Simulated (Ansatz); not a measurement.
**PtAs2: response to strain**

Base system: PtAs$_{2}$ (space group Pa-3, No. 205; a = 5.980 Å). Axes: x, y, z lie along the cube axes.

Strains are applied to the cell and any free atomic positions relax; under biaxial strain the out-of-plane vector relaxes too.

Computed with Ansatz (a quantum-chemistry and plane-wave program) PBEsol, without spin-orbit coupling, earlier PAW set.

Candidates:
(a) isotropic strain +5.96 %
(b) uniaxial strain ε_yy = −1.05 %
(c) biaxial strain +2.88 %, plane normal [001], relaxed out of plane
(d) biaxial strain −4.45 %, plane normal [001], relaxed out of plane

Notes on the quantities. energy relative to the base: free energy F.

**Question.** Order them by energy relative to the base, lowest first.

**Answer.** (b) uniaxial strain ε_yy = −1.05 % (+2.0 meV/atom), (c) biaxial strain +2.88 %, plane normal [001], relaxed out of plane (+31 meV/atom), (d) biaxial strain −4.45 %, plane normal [001], relaxed out of plane (+90 meV/atom), (a) isotropic strain +5.96 % (+0.216 eV/atom)

A case with no gap was solved on a k-mesh chosen for an insulator, which is coarse for it. Stability against distortions was not tested. The final runs are not spin-polarised.
